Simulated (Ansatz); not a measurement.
The reference is CdSe in the zinc blende structure (space group F-43m, No. 216; a = 6.133 Å). Axes: x, y, z lie along the cube axes.

The values are results of DFT with r2SCAN, PAW potentials and a 500 eV plane-wave cutoff in Ansatz (a first-principles code), without spin-orbit coupling, not measurements.

Strains are applied to the cell and any free atomic positions relax.

One change was made to it. Results:

| quantity | base | after |
|---|---|---|
| energy relative to the base (free energy F) | 0 meV/atom | +0.5 meV/atom |
| valence-band top at Γ (three highest levels, from the VBM) | 0.00, 0.00, 0.00 eV | 0.00, 0.00, -0.03 eV |
| pressure (mean of the normal stresses, compression positive) | 0.01 GPa | -0.50 GPa |

### Question
Name the change that was made.
A) uniaxial strain ε_zz = +1.50 %
B) uniaxial strain ε_zz = +0.50 %
C) uniaxial strain ε_zz = +2.00 %
D) uniaxial strain ε_zz = +1.00 %
E) uniaxial strain ε_zz = +3.00 %

### Answer
D, uniaxial strain ε_zz = +1.00 %. For comparison, the valence-band top at Γ in the other runs: uniaxial strain ε_zz = +0.50 % gives 0.00, 0.00, -0.02 eV; uniaxial strain ε_zz = +3.00 % gives 0.00, 0.00, -0.10 eV; uniaxial strain ε_zz = +1.50 % gives 0.00, 0.00, -0.05 eV; uniaxial strain ε_zz = +2.00 % gives 0.00, 0.00, -0.06 eV.

The levels and masses belong to the bands next to the band gap. Whether these cells are dynamically stable was not tested.
